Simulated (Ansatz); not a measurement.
Element substitutions in Lu

Start from Lu in the hcp (Mg type) structure (space group P6_3/mmc, No. 194).

```yaml
crystal:
  lattice:
    - [3.50442, 0.00000, 0.00000]
    - [-1.75221, 3.03492, 0.00000]
    - [0.00000, 0.00000, 5.45153]
  atoms:
    - { symbol: Lu, position: [0.33333, 0.66667, 0.75000] }
    - { symbol: Lu, position: [0.66667, 0.33333, 0.25000] }
```

Each row replaces one element on all its sites; cell and atoms are relaxed.

The values are results of r2SCAN (Ansatz, an electronic-structure program; PAW; 500 eV plane waves; without spin-orbit coupling), earlier PAW set, not measurements.

```json
[
 {"change": "base", "shortest interatomic distance": "3.395 Å", "c/a ratio": "1.556"},
 {"change": "Lu → Ta", "shortest interatomic distance": "2.887 Å", "c/a ratio": "1.774"},
 {"change": "Lu → Y", "shortest interatomic distance": "3.555 Å", "c/a ratio": "1.547"},
 {"change": "Lu → Al", "shortest interatomic distance": "2.817 Å", "c/a ratio": "1.653"}
]
```

Stability against distortions was not tested. For Ta and Al in this form, whether it has been made was not checked. The final runs are not spin-polarised. This is not the structure that Ta has at room temperature and ambient pressure. This is not the structure that Al has at room temperature and ambient pressure.
